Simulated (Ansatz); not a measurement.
# How far PBE and PBEsol part for hypothetical I4_132 P, pressure 0.7 GPa

Take P (space group I4_132, No. 214; a = 6.1017 Å; a hypothetical phase, not in the database extracts checked) as the base.

(Cell as relaxed with PBE.)

Levels (all Ansatz, a quantum-chemistry and plane-wave program, PAW): PBE (420 eV, no spin-orbit coupling); PBEsol (420 eV, without spin-orbit coupling).

Each level relaxes its own structure.

```
base                      PBE    PBEsol
-------------------  --------  --------
volume per atom      28.40 Å³  27.40 Å³
lattice parameter a   6.102 Å   6.029 Å
band gap                 zero      zero
```

Now apply this change: cell and atoms relaxed at a pressure of 0.7 GPa.

| quantity | PBE | PBEsol |
|---|---|---|
| volume per atom | 27.85 Å³ | ___ |
| band gap | zero | ___ |

**Question.** What does PBEsol give?

**Answer.** 
- volume per atom, PBEsol: 26.97 Å³
- band gap, PBEsol: zero

PBE's volume per atom lies 0.88 Å³ above PBEsol's (3.3 %); the two agree on the band gap. Neither level is exact; PBEsol is the comparison here, not a measurement.

Load acts through the strain it causes; cell and atoms are relaxed under it. No phonon test of stability was made.
